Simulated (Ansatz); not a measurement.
# InAs under a change: biaxial strain −2.50 %, plane normal [111], relaxed out of plane

The reference is InAs in the zinc blende structure (space group F-43m, No. 216; a = 6.087 Å). Axes: x, y, z lie along the cube axes.

Now apply this change: biaxial strain −2.50 %, plane normal [111], relaxed out of plane (Cartesian); in-plane vectors clamped, the third vector and the atoms free.

Method: PBEsol, PAW, 420 eV (Ansatz, a first-principles code; scalar-relativistic without spin-orbit coupling). Settings: 9×9×9 k-points, 0.05 eV Fermi–Dirac smearing.

The space group goes from F-43m (No. 216) to R3m (No. 160) and the shortest interatomic distance shrinks by 0.0354 Å (2.636 Å → 2.600 Å). The energy rises by 13 meV/atom and the pressure (mean of the normal stresses, compression positive) goes from zero to 2.1 GPa. The band gap stays zero and the out-of-plane strain comes out as +1.61 % (rough). The mean in-plane stress (compression positive) comes out as +3.1 GPa (rough).

Final structure (turned so that z lies along the plane normal):

```
CELL_PARAMETERS angstrom
      4.19674     0.00000     0.00000
      2.09837     3.63449     0.00000
      2.09837    -1.21150     3.57117
ATOMIC_POSITIONS crystal
  In 0.99521 0.00239 0.00718
  As 0.50479 0.24761 0.74282
```

A case with no gap was solved on a k-mesh chosen for an insulator, which is coarse for it. Without a gap, meshes like the base's 9×9×9 leave anisotropic stresses uncertain by several tenths of a GPa, and small strain energies with them. Stability against distortions was not tested. The final runs are not spin-polarised. The zero or small gap of InAs can change with the level of theory.
